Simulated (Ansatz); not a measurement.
Consider the following.

```xyz
3
Lattice="0.0336 2.9493 2.9493 2.9493 0.0336 2.9493 2.9830 2.9830 0.0000" Properties=species:S:1:pos:R:3 pbc="T T T"
Pb     0.0000     0.0000     0.0000
F      1.4915     1.4915     1.4603
F      4.4744     4.4744     4.4384
```

No spin polarisation.

Level of theory: PBEsol (Ansatz, a program for electronic structure), spin-orbit coupling left out. Γ-centred 10×10×10 mesh, Fermi–Dirac width 0.05 eV.

Problem. Predict the band gap and stress.

Solution. 
* **Band gap**: 4.30 eV
* **Stress (xx, yy, zz, yz, xz, xy; compression positive)**: (0.00, 0.00, 0.01, 0.00, 0.00, -0.51) GPa

Spin-orbit coupling, missing from the scalar runs, can matter with Pb. The cells carry an imposed strain or load. Whether these cells are dynamically stable was not tested. The cell was made from PbF₂ in the fluorite structure (space group Fm-3m, No. 225) by this change: tensor shear ε_xy = +1.14 %.
